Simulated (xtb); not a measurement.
xtb 6.7.1, GFN2-xTB: Cc1csc(-c2ccc(-c3ccco3)[se]2)c1, 26 atoms. The geometry is a generated start, not checked to be a minimum at this level.

| Property | Value |
|---|---|
| method | GFN2-xTB |
| --acc | 1 (default) |
| --etemp (K) | 300 (default) |
| detailed input (--input) | none: ANC optimiser, Lindh (1995) Hessian, microcycle=20, maxdispl=1.0, hlow=0.01 (default) |
| basis functions | 86 |
| valence electrons | 80 |

```xyz
26

C     -5.6383    -0.2300    -0.0901
C     -4.2788     0.3591     0.2295
C     -4.1735     1.5498     0.8915
S     -2.5380     1.8660     1.0576
C     -1.9698     0.3551     0.2134
C     -0.5021     0.1044     0.0650
C      0.1800    -0.9185    -0.5084
C      1.5071    -0.9581    -0.5384
C      2.2829     0.0177    -0.0002
C      3.7300     0.1259     0.0513
C      4.6455    -0.7722    -0.4539
C      5.8767    -0.2232    -0.1559
C      5.6528     0.9630     0.5053
O      4.3573     1.1267     0.6043
Se     0.8904     1.2281     0.6818
C     -3.1298    -0.2537    -0.1184
H     -6.0534    -0.6951     0.8160
H     -6.3286     0.5961    -0.4243
H     -5.5828    -0.9336    -0.9449
H     -4.9999     2.1627     1.2375
H     -0.4328    -1.7583    -0.9719
H      2.0414    -1.8343    -1.0292
H      4.3757    -1.6727    -0.9533
H      6.8351    -0.6557    -0.4024
H      6.3703     1.6770     0.8982
H     -3.1173    -1.2263    -0.6597
```

The structure is relaxed from this start with --opt LEVEL for the levels crude, sloppy, loose, lax, normal, tight, vtight, extreme, once each. Up to the end of the extreme run atoms move by at most 0.75 Å along an axis.

Task: Which level is enough to come within 1 meV of the tightest end point?

Result: normal: 34 cycles against 44, ending 0.15 meV above.

```csv
level,cycles,energy above the extreme run (meV),gradient norm (eV/Å)
crude,7,36,0.35
sloppy,12,12,0.17
loose,14,8.9,0.15
lax,15,8.5,0.089
normal,34,0.15,0.040
tight,37,0.057,0.020
vtight,44,under 0.01,0.0024
extreme,44,—,0.0024
```
